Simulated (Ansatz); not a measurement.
The reference is TiAl (space group P4/mmm, No. 123; a = 2.7973 Å, c = 4.0323 Å).

It is then changed as follows: Hf takes the place of Al on all its sites; the structure is relaxed again.

Levels (all Ansatz, an electronic-structure program, PAW): PBEsol (420 eV, no SOC); r2SCAN (500 eV, no SOC).

The geometry is relaxed with PBEsol.

```
Property          Result
---------------  -------
PBEsol pressure  0.0 GPa
```

Task: Predict the pressure from r2SCAN.

Result: The pressure goes from zero to 4.4 GPa.

Single points use the geometry relaxed with PBEsol. Their cutoffs differ, which shifts pressures a little. No phonon test of stability was made. As relaxed here, HfTi is a hypothetical phase, not in the database extracts checked. The final runs are not spin-polarised. HfTi has a high density of states at the Fermi level and may be magnetic at this level.
